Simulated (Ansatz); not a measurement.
Hypothetical diamond Ti, pressure series

Take Ti in the diamond structure (space group Fd-3m, No. 227; a = 5.519 Å; a hypothetical phase, not in the database extracts checked) as the base.

Cell and atoms are relaxed at each pressure.

Level of theory: Ansatz (a quantum-chemistry and plane-wave program) PBEsol, scalar-relativistic without spin-orbit coupling.

Notes on the quantities. enthalpy: H = E + PV relative to the base's energy.

| variant | enthalpy | density |
|---|---|---|
| base | – | 3.78 g/cm³ |
| pressure −2 GPa | -0.27 eV/atom | 3.56 g/cm³ |
| pressure −1 GPa | -0.13 eV/atom | 3.68 g/cm³ |
| pressure 0.3 GPa | +0.04 eV/atom | 3.81 g/cm³ |
| pressure 0.7 GPa | +0.09 eV/atom | 3.86 g/cm³ |
| pressure 1.5 GPa | +0.19 eV/atom | 3.95 g/cm³ |
| pressure 3 GPa | +0.38 eV/atom | 4.11 g/cm³ |
| pressure 5 GPa | +0.61 eV/atom | 4.30 g/cm³ |
| pressure 7.5 GPa | +0.89 eV/atom | 4.53 g/cm³ |
| pressure 10 GPa | +1.16 eV/atom | 4.71 g/cm³ |

Load acts through the strain it causes; cell and atoms are relaxed under it. No phonon test of stability was made. Competing high-pressure phases were not computed. The final runs are not spin-polarised. Ti has a high density of states at the Fermi level and may be magnetic at this level.
